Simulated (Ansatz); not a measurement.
System: LiGeN (P6₃mc, No. 186, 6 atoms in the cell; start mp-1246087). Method: r²SCAN in Ansatz (plane waves, PAW).

Run with plane-wave cutoff 560 eV, 12×12×4 k mesh (along the axes of the cell as run), Fermi–Dirac smearing 0.01 eV, scalar-relativistic PAW data made under PBE.

Cell (relaxed at this level):

Space group P6₃mc (No. 186); a = 2.987 Å, b = 2.987 Å, c = 9.354 Å, α = 90.00°, β = 90.00°, γ = 120.00°

| atom | site | symmetry | x | y | z |
|---|---|---|---|---|---|
| Li | 2b | 3m. | 0.3333 | 0.6667 | 0.2432 |
| Ge | 2a | 3m. | 0.0000 | 0.0000 | 0.4988 |
| N | 2b | 3m. | 0.6667 | 0.3333 | 0.1026 |

Question: Predict the band gap, smallest direct gap on the k points sampled and Γ–Γ gap.

Answer: 
* **band gap**: 1.83 eV (indirect)
* **smallest direct gap on the k points sampled**: 2.80 eV
* **Γ–Γ gap**: 3.54 eV

Spin–orbit coupling is not included.

The computed numbers hold no vibrational or temperature effects.

A start named mp-… is a Materials Project structure, which need not be a measured phase.

Ansatz is a first-principles code.
